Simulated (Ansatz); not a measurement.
GeSe (Fm-3m, No. 225, 2 atoms in the cell; start mp-10759; a measured phase of this formula has another space group), treated with LDA (Ansatz, an electronic-structure program, PAW).

Run with plane-wave cutoff 520 eV, 10×10×10 k mesh, scalar-relativistic PAW data made under PBE.

Computed at the level's own relaxed cell.

```
GeSe
1.0
    0.00000     2.75839     2.75839
    2.75839     0.00000     2.75839
    2.75839     2.75839     0.00000
Ge Se
1 1
Direct
  0.00000   0.00000   0.00000
  0.50000   0.50000   0.50000
```

### Question
Give the elastic tensor (Voigt notation, GPa, ions relaxed, in the Cartesian axes of the cell as printed).

### Answer

```
  196.5     7.7     7.7     0.0     0.0     0.0
    7.7   196.5     7.7     0.0     0.0     0.0
    7.7     7.7   196.5     0.0     0.0     0.0
    0.0     0.0     0.0    33.5     0.0     0.0
    0.0     0.0     0.0     0.0    33.5     0.0
    0.0     0.0     0.0     0.0     0.0    33.5
```

Note: the relaxation could not lower the start's symmetry, so the cell can be a saddle point above a distorted one.

The computed numbers hold no vibrational or temperature effects.

A start named mp-… is a Materials Project structure, which need not be a measured phase.
